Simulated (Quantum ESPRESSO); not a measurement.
Quantum ESPRESSO run on Al3NiMo12 (Pmmm, 16 atoms in the cell): self-consistent single point.

Method of the run: PBEsol, PSlibrary PAW (PBE) pseudopotentials (plane waves; Quantum ESPRESSO).

```
CELL_PARAMETERS angstrom
      4.96627     0.00000     0.00000
      0.00000     4.96659     0.00000
      0.00000     0.00000     9.95159
ATOMIC_POSITIONS crystal
  Al 0.50000 0.50000 0.25054
  Al 0.50000 0.50000 0.74946
  Al 0.00000 0.00000 0.00000
  Ni 0.00000 0.00000 0.50000
  Mo 0.50000 0.00000 0.37655
  Mo 0.50000 0.00000 0.62345
  Mo 0.50000 0.00000 0.87552
  Mo 0.50000 0.00000 0.12448
  Mo 0.75248 0.50000 0.00000
  Mo 0.24752 0.50000 0.00000
  Mo 0.74988 0.50000 0.50000
  Mo 0.25012 0.50000 0.50000
  Mo 0.00000 0.74981 0.25204
  Mo 0.00000 0.25019 0.74796
  Mo 0.00000 0.25019 0.25204
  Mo 0.00000 0.74981 0.74796
```

Reference input (self-consistent single point, DFT, PBEsol, plane waves, PSlibrary PAW (PBE) pseudopotentials): ecutwfc = 55 Ry; ecutrho = 330 Ry; occupations = smearing; smearing = methfessel-paxton; degauss = 0.0073499 Ry; input_dft = pbesol; K_POINTS = automatic 4 4 2 0 0 0; conv_thr = 1e-11 Ry; mixing_beta = 0.7. This run's input differs from it in these lines:

```diff
@@ -15,4 +15,4 @@
    ntyp = 3,
-   ecutwfc = 55,
-   ecutrho = 330,
+   ecutwfc = 33,
+   ecutrho = 198,
    occupations = 'smearing',
```

Output, abridged:

```
     Self-consistent Calculation

     iteration #  1     ecut=    33.00 Ry     beta= 0.70

     Threshold (ethr) on eigenvalues was too large:
     Diagonalizing with lowered threshold

     total energy              =   -4613.82236344 Ry
     estimated scf accuracy    <       0.66249565 Ry

     iteration #  2     ecut=    33.00 Ry     beta= 0.70
     c_bands:  1 eigenvalues not converged

     total energy              =   -4611.95727118 Ry
     estimated scf accuracy    <      51.97516333 Ry

     iteration #  3     ecut=    33.00 Ry     beta= 0.70

     total energy              =   -4613.43509315 Ry
     estimated scf accuracy    <       6.35897085 Ry

   [... 18 blocks of this kind left out ...]

     iteration # 22     ecut=    33.00 Ry     beta= 0.70

     total energy              =   -4614.07752946 Ry
     estimated scf accuracy    <          1.4E-11 Ry

     iteration # 23     ecut=    33.00 Ry     beta= 0.70
     End of self-consistent calculation

     the Fermi energy is    18.0200 ev

!    total energy              =   -4614.07752946 Ry
     estimated scf accuracy    <          1.1E-12 Ry
     smearing contrib. (-TS)   =      -0.00020829 Ry
     internal energy E=F+TS    =   -4614.07732117 Ry

     convergence has been achieved in  23 iterations

     Forces acting on atoms (cartesian axes, Ry/au):

     atom    1 type  1   force =     0.00000000    0.00000000   -0.00026530
     atom    2 type  1   force =     0.00000000    0.00000000    0.00026530
     atom    3 type  1   force =     0.00000000    0.00000000    0.00000000
     atom    4 type  2   force =     0.00000000    0.00000000    0.00000000
     atom    5 type  3   force =     0.00000000    0.00000000    0.00108389
   [... lines left out ...]

     Total force =     0.010499     Total SCF correction =     0.000007

          total   stress  (Ry/bohr**3)                   (kbar)     P=     -255.93
  -0.00173154   0.00000000   0.00000000         -254.72        0.00        0.00
   0.00000000  -0.00174693   0.00000000            0.00     -256.98        0.00
   0.00000000   0.00000000  -0.00174087            0.00        0.00     -256.09

   JOB DONE.
```

The run converged in 23 iterations. Against the reference run the free energy rises by 270 meV/atom, the pressure goes from -9.68 to -25.59 GPa and the largest force goes from 0.136 to 0.128 eV/Å.

The starting cell comes from a database of computed structures (which also holds hypothetical and non-ambient phases and stackings), without a prior relaxation at this level. Spin polarisation is off. At the lowered cutoff the pressure carries the error of an incomplete plane-wave basis.

Cost on one core of a shared machine: roughly 10 min.
